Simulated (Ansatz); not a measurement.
We consider SiC3 (model structure, P-4m2, No. 115, 4 atoms in the cell), described by PBEsol (plane waves, PAW; Ansatz, a program for electronic structure).

Numerical settings: plane-wave cutoff 520 eV, 12×12×8 k mesh (along the axes of the cell as run), Fermi–Dirac smearing 0.01 eV, scalar-relativistic PAW data made under PBE.

The cell is the one relaxed with PBEsol. Conventional cell: a = 2.7830 Å, b = 2.7830 Å, c = 4.0969 Å, α = 90.00°, β = 90.00°, γ = 90.00°.

```yaml
crystal:
  lattice:
    - [2.78302, 0.00000, 0.00000]
    - [0.00000, 2.78302, 0.00000]
    - [0.00000, 0.00000, 4.09694]
  atoms:
    - { symbol: C, position: [0.00000, 0.00000, 0.00000] }
    - { symbol: C, position: [0.00000, 0.50000, 0.78940] }
    - { symbol: Si, position: [0.50000, 0.50000, 0.50000] }
    - { symbol: C, position: [0.50000, 0.00000, 0.21060] }
```

Q: List the 10 lowest band energies at Γ above −25 eV (eV, relative to the valence band maximum), grouping those that round alike.

A: At Γ: -18.92, -12.23, -11.01, -5.63 (×2), -0.73, 0.00 (×2), 1.64, 2.80.

Note: the relaxation could raise the start's symmetry but not lower it, so the cell can be a saddle point.

A model structure was made by putting elements into a prototype or built by hand; it is no filed structure, need not be a known phase, and can be a saddle point held by its symmetry.
